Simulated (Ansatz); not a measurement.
The starting structures come from a database of crystals and need not be the phases stable at ambient conditions.

 Where the default PAW files enter, the runs use the earlier of Ansatz's two default sets.

By PBEsol, the system below comes out a metal.

A figure of merit of an interconnect metal is its ballistic conductance per area.

```
CELL_PARAMETERS angstrom
      5.04728     0.00000     0.00000
      0.00000     6.17553     0.00000
      2.52364    -3.08777     2.99513
ATOMIC_POSITIONS crystal
  Ta 0.16359 0.50000 0.67282
  Ta 0.83641 0.50000 0.32718
  Ta 0.66359 0.17282 0.67282
  Ta 0.33641 0.82718 0.32718
  Si 0.75000 0.00000 0.00000
  Si 0.25000 0.00000 0.00000
```

Space group of this cell: Ibam. The cell is strained (lengths along the current scaled by 0.97, ions clamped); by PBEsol its mean pressure is 4.2 GPa.

The current flows along the normal of the first two printed cell vectors. No spin-orbit coupling; the value is a mean over 0.1 eV about the Fermi level.

Predict the ballistic conductance per area from PBEsol in Ansatz (an electronic-structure program).

0.37 × 10¹⁵ S/m² for both spins.
